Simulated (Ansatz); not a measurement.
B12SiC2 (model structure, R-3m, No. 166, 15 atoms in the cell), treated with PBEsol (Ansatz, a first-principles code, plane waves, PAW).

Settings: plane-wave cutoff 520 eV, 8×8×8 k mesh, Fermi–Dirac smearing 0.01 eV, scalar-relativistic PAW data made under PBE.

Cell (relaxed with PBEsol):

```
CELL_PARAMETERS angstrom
      2.81139     1.62315     4.20127
     -2.81139     1.62315     4.20127
      0.00000    -3.24631     4.20127
ATOMIC_POSITIONS crystal
  B  0.31629 0.80937 0.80937
  B  0.68371 0.19063 0.19063
  B  0.80937 0.31629 0.80937
  B  0.19063 0.68371 0.19063
  B  0.80937 0.80937 0.31629
  B  0.19063 0.19063 0.68371
  B  0.67263 0.99384 0.99384
  B  0.32737 0.00616 0.00616
  B  0.99384 0.67263 0.99384
  B  0.00616 0.32737 0.00616
  B  0.99384 0.99384 0.67263
  B  0.00616 0.00616 0.32737
  C  0.63591 0.63591 0.63591
  C  0.36409 0.36409 0.36409
  Si 0.50000 0.50000 0.50000
```

### Question
Predict the band gap, smallest direct gap on the k points sampled and direct gap at Γ.

### Answer

- band gap: 1.56 eV (indirect)
- smallest direct gap on the k points sampled: 1.75 eV
- direct gap at Γ: 4.87 eV

Note: the relaxation could raise the start's symmetry but not lower it, so the cell can be a saddle point.

The computed numbers hold no vibrational or temperature effects.

A model structure was made by putting elements into a prototype or built by hand; it is no filed structure, need not be a known phase, and can be a saddle point held by its symmetry.
